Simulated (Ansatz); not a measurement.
SiH3F (P2₁/c, No. 14, 20 atoms in the cell; start mp-28289) was calculated with PBEsol (PAW; Ansatz, a first-principles code).

Settings: plane-wave cutoff 520 eV, 8×6×6 k mesh (along the axes of the cell as run), Fermi–Dirac smearing 0.01 eV, scalar-relativistic PAW data made under PBE.

Cell (relaxed with PBE-D3(BJ)):

```cif
data_H12F4Si4
_chemical_formula_sum 'Si4 H12 F4'
_space_group_name_H-M_alt 'P 1'
_space_group_IT_number 1
_cell_length_a 4.63704
_cell_length_b 7.56781
_cell_length_c 8.49996
_cell_angle_alpha 90.000
_cell_angle_beta 117.345
_cell_angle_gamma 90.000
loop_
_space_group_symop_operation_xyz
  'x, y, z'
loop_
_atom_site_label
_atom_site_type_symbol
_atom_site_fract_x
_atom_site_fract_y
_atom_site_fract_z
_atom_site_occupancy
Si1 Si 0.89223 0.76850 0.09023 1
Si2 Si 0.10777 0.23150 0.90977 1
Si3 Si 0.10777 0.26850 0.40977 1
Si4 Si 0.89223 0.73150 0.59023 1
H1 H 0.23359 0.78157 0.22993 1
H2 H 0.76641 0.21843 0.77007 1
H3 H 0.76641 0.28157 0.27007 1
H4 H 0.23359 0.71843 0.72993 1
H5 H 0.66929 0.88966 0.11851 1
H6 H 0.33071 0.11034 0.88149 1
H7 H 0.33071 0.38966 0.38149 1
H8 H 0.66929 0.61034 0.61851 1
H9 H 0.77276 0.91683 0.55966 1
H10 H 0.22724 0.08317 0.44034 1
H11 H 0.22724 0.41683 0.94034 1
H12 H 0.77276 0.58317 0.05966 1
F1 F 0.89249 0.83124 0.90573 1
F2 F 0.10751 0.16876 0.09427 1
F3 F 0.10751 0.33124 0.59427 1
F4 F 0.89249 0.66876 0.40573 1
```

Question: Give the computed band gap, smallest direct gap on the k points sampled and Γ–Γ gap.

Answer: 
- band gap: 5.56 eV (indirect)
- smallest direct gap on the k points sampled: 5.69 eV
- Γ–Γ gap: 5.97 eV

Note: cell and atoms aren't relaxed at this level (largest force component 0.20 eV/Å).

Static lattice: no zero-point or thermal effects.

Cost on a shared machine: around 2.2 core-minutes (rough).

A start named mp-… is a Materials Project structure, which need not be a measured phase.
